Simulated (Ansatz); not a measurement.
An Ansatz (a quantum-chemistry and plane-wave program) run: Sc2Al; Ansatz, PBEsol, PAW, cutoff 420 eV, scalar-relativistic without spin-orbit coupling.

Input:

Ansatz 0.2 input:
```yaml
crystal:
  lattice:
    - [4.8495730785, 0, 0]
    - [-2.4247865393, 4.1998534835, 0]
    - [0, 0, 6.0902147946]
  atoms:
    - { symbol: Sc, position: [0, 0, 0] }
    - { symbol: Sc, position: [0, 0, 0.5] }
    - { symbol: Sc, position: [0.3333333333, 0.6666666667, 0.75] }
    - { symbol: Sc, position: [0.6666666667, 0.3333333333, 0.25] }
    - { symbol: Al, position: [0.3333333333, 0.6666666667, 0.25] }
    - { symbol: Al, position: [0.6666666667, 0.3333333333, 0.75] }
basis: { ecutwfc: 420, ecutrho_ratio: 4, xc_grid: 2, fft_grid_basis: typed }
kpoints: { mp_grid: { grid: [11, 11, 8] } }
hamiltonian:
  xc: pbesol
  dispersion: none
  pseudopotentials: { kind: paw }
scf: { occupations: { method: fermi_dirac, width: 0.05 }, convergence: { dr2_threshold: 0.0000000006 } }
output: { forces: true, stress: true }
```

Output (explanatory and most iteration lines left out):

```
Pseudopotential: Sc, paw, valence charge 11
Pseudopotential: Al, paw, valence charge 3
Crystal: 6 atoms, lattice volume = 124.042 Å³
Basis set: ecut = 420 eV, 2391 PW (Γ), exchange–correlation on 72×72×90 points (8 copies of the dense FFT grid, shifted against one another)
Bands: 31, of which v1, the nominal top of the filled ones, is band 25 counted from 1 (24 counted from 0)
Symmetry: 24 space group operations
Space group: P63/mmc (ITA 194), of the structure as read, at distance tolerance 5.0e-5 Å
k-points: 80 of 968
Functional: x = pbesol(κ = 0.804, μ = 0.12345679012345678), c = pbesol(β = 0.046)
SCF iter   1: F=—  HF=-9496.742341 eV  |F-HF|=—  |Δ(HF+E_count)|=         —  Δρ=5.00e-3  dr2=3.86e-2  ethr=1.77e-3  ⟨swp⟩=6.2  Hψ=11033  notcnv=0
SCF iter   2: F=—  HF=-9496.732455 eV  |F-HF|=—  |Δ(HF+E_count)|=   9.89e-3  Δρ=2.13e-3  dr2=6.81e-3  ethr=7.72e-5  ⟨swp⟩=2.2  Hψ=4105  notcnv=0
SCF 1 converged in 8 iterations: F = -9496.730805 eV  dr2 = 4.77e-11
SCF converged after 8 iterations
Free energy (F): -9496.730805 eV
Internal energy: -9496.665976 eV  (E = F + TS)
E sigma→0 (E₀):  -9496.698390 eV
Entropy (-TS):   -0.064829 eV (-10.805 meV/atom)
Fermi energy:    9.347993 eV
--- Forces (eV/Å), atoms counted from 1 ---
  atom   1  Sc     0.00000000     0.00000000    -0.00000000
  atom   2  Sc     0.00000000    -0.00000000     0.00000000
  atom   3  Sc    -0.00000000    -0.00000000     0.00000000
  atom   4  Sc     0.00000000     0.00000000    -0.00000000
  atom   5  Al    -0.00000000     0.00000000     0.00000000
  atom   6  Al     0.00000000    -0.00000000    -0.00000000
--- Stress (GPa, compression-positive) ---
       -0.000148      -0.000000      -0.000000
        0.000000      -0.000148       0.000000
       -0.000000       0.000000       0.000002
  P = ⅓ Tr σ = -0.0001 GPa (-0.001 kbar)
```

No phonon test of stability was made. All final runs are without spin polarisation. The cell is Sc2Al (space group P6_3/mmc, No. 194; a cell from a computed database, its experimental status unchecked). Sc2Al has a high density of states at the Fermi level and may be magnetic at this level.
